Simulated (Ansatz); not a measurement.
Ansatz (a program for electronic structure) run on CsCu₂Cl₃ (Cmcm, 12 atoms in the cell): self-consistent single point.

Method of the run: r2SCAN, default PAW files made with PBE (plane waves; Ansatz).

```yaml
crystal:
  lattice:
    - [4.74904, -5.94340, 0.00000]
    - [4.74904, 5.94340, 0.00000]
    - [0.00000, 0.00000, 5.59440]
  atoms:
    - { symbol: Cs, position: [0.31540, 0.68460, 0.25000] }
    - { symbol: Cs, position: [0.68460, 0.31540, 0.75000] }
    - { symbol: Cu, position: [0.83580, 0.83580, 0.00000] }
    - { symbol: Cu, position: [0.16420, 0.16420, 0.50000] }
    - { symbol: Cu, position: [0.16420, 0.16420, 0.00000] }
    - { symbol: Cu, position: [0.83580, 0.83580, 0.50000] }
    - { symbol: Cl, position: [0.88670, 0.11330, 0.25000] }
    - { symbol: Cl, position: [0.11330, 0.88670, 0.75000] }
    - { symbol: Cl, position: [0.83100, 0.59920, 0.25000] }
    - { symbol: Cl, position: [0.16900, 0.40080, 0.75000] }
    - { symbol: Cl, position: [0.59920, 0.83100, 0.75000] }
    - { symbol: Cl, position: [0.40080, 0.16900, 0.25000] }
```

Reference input (self-consistent single point, DFT, r2SCAN, plane waves, default PAW files made with PBE): kpoints.mp_grid.grid = 2 2 3; hamiltonian.xc = r2scan; hamiltonian.pseudopotentials = {kind: paw} (the program's default PAW files); scf.occupations.method = cold; scf.occupations.width = 0.05 eV. This run's input differs from it in these lines:

Ansatz 0.2 input:
```diff
@@ -25,3 +25,3 @@
 scf:
-  occupations: { method: cold, width: 0.05 }
+  occupations: { method: fermi_dirac, width: 0.3 }
 output:
```

Log, with long lists cut:

```
SCF iter   1: F=—  HF=-44411.918702 eV  |F-HF|=—  |Δ(HF+E_count)|=         —  Δρ=1.93e-2  dr2=6.84e-1  dr2_τ=1.89e-2  ethr=1.77e-3  ⟨swp⟩=8.8  Hψ=2530  notcnv=0
all-band conjugate gradients solve this SCF's bands
preconditioner: auto → Resta (q_TF=auto, 2.371 Å⁻¹)
SCF iter   2: F=—  HF=-44411.957251 eV  |F-HF|=—  |Δ(HF+E_count)|=   3.85e-2  Δρ=1.17e-2  dr2=2.63e-1  dr2_τ=6.55e-3  ethr=5.03e-4  ⟨swp⟩=2.0  Hψ=1152  notcnv=0
   [... lines left out ...]
SCF iter   6: F=—  HF=-44411.855844 eV  |F-HF|=—  |Δ(HF+E_count)|=   2.28e-7  Δρ=5.29e-5  dr2=6.45e-6  dr2_τ=1.74e-7  ethr=8.73e-8  ⟨swp⟩=2.3  Hψ=841  notcnv=0
SCF iter   7: F=—  HF=-44411.855731 eV  |F-HF|=—  |Δ(HF+E_count)|=   1.13e-4  Δρ=1.49e-5  dr2=7.54e-7  dr2_τ=1.37e-8  ethr=4.74e-9  ⟨swp⟩=2.5  Hψ=859  notcnv=0
SCF iter   8: F=-44411.855731 eV  HF=-44411.855731 eV  |F-HF|=7.37e-9  |Δ(HF+E_count)|=   2.64e-7  Δρ=4.16e-6  dr2=5.22e-8  dr2_τ=1.68e-9  ethr=7.35e-11  ⟨swp⟩=6.0  Hψ=2214  notcnv=0
SCF 1 converged in 8 iterations: F = -44411.855731 eV  dr2 = 5.22e-8
Free energy (F): -44411.855731 eV
Internal energy: -44411.736560 eV  (E = F + TS)
E sigma→0 (E₀):  -44411.796145 eV
Entropy (-TS):   -0.119171 eV (-9.931 meV/atom)
Fermi energy:    6.926419 eV
--- Forces (eV/Å), atoms counted from 1 ---
  atom   1  Cs     0.00000000    -0.00661919    -0.00000000
  atom   2  Cs     0.00000000     0.00661919     0.00000000
  atom   3  Cu     0.09406753    -0.00000000     0.00000000
  atom   4  Cu    -0.09406753    -0.00000000     0.00000000
  atom   5  Cu    -0.09406753     0.00000000    -0.00000000
  atom   6  Cu     0.09406753     0.00000000    -0.00000000
  atom   7  Cl     0.00000000    -0.23978489    -0.00000000
  atom   8  Cl     0.00000000     0.23978489     0.00000000
   [... lines left out ...]
  atom  12  Cl    -0.06404789    -0.01572222    -0.00000000
--- Stress (GPa, compression-positive) ---
       -0.584373       0.000000      -0.000000
        0.000000      -0.202805      -0.000000
       -0.000000      -0.000000      -1.039197
  P = ⅓ Tr σ = -0.6088 GPa (-6.088 kbar)
  The stress holds the Pulay correction. Without it, at fixed plane waves, as pw.x and ABINIT print it: P = -0.6394 GPa
```

The run converged in 8 iterations. Against the reference run the free energy drops by 1.8 meV/atom, the pressure moves little (-0.68 to -0.61 GPa), the largest force goes from 0.255 to 0.240 eV/Å and the gap on the mesh goes from 2.190 to 2.209 eV.

The starting cell comes from a database of published, mostly measured structures (it also holds non-ambient and calculated ones), without a prior relaxation at this level. Ansatz's pressure includes its estimate of the finite-basis (Pulay) stress.

Cost on one core of a shared machine: roughly 40 s.
